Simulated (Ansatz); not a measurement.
Rock-salt NaH: LDA at its full settings (plane-wave cutoff 520 eV, 12×12×12 k mesh, Fermi–Dirac smearing 0.01 eV, scalar-relativistic PAW data made under PBE) and at cheaper ones, in a cell of 2 atoms with Γ-centred meshes.

```csv
level and setting,lattice constant a (Å),bulk modulus B0 (GPa)
LDA (Ansatz),4.689,27.4
LDA (2×2×2 k mesh) (Ansatz),4.814,22.4
LDA (4×4×4 k mesh) (Ansatz),4.689,27.4
```

Largest shifts from the full settings: lattice constant a +2.67 % (LDA (2×2×2 k mesh)), against a difference of -3.76 % of the full result from the reference 4.872 Å (measured, room temperature, no zero-point or thermal correction, sources range from 4.872 to 4.880; as tabulated in Thermodynamic Modeling of Hydrogen Storage Capacity in Mg-Na Alloys); bulk modulus -18.2 % (LDA (2×2×2 k mesh)), against a difference of +41 % of the full result from the reference 19.4 ± 2 GPa (measured, room temperature, not corrected to a static lattice; as tabulated in High-pressure studies of NaH to 54 GPa).

Ansatz's density-functional and Hartree–Fock values are scalar-relativistic unless marked +SOC, with PAW data made under PBE.

Run with cheap settings on purpose, which may leave them unconverged: LDA (2×2×2 k mesh), LDA (4×4×4 k mesh).

Ansatz is an electronic-structure program.
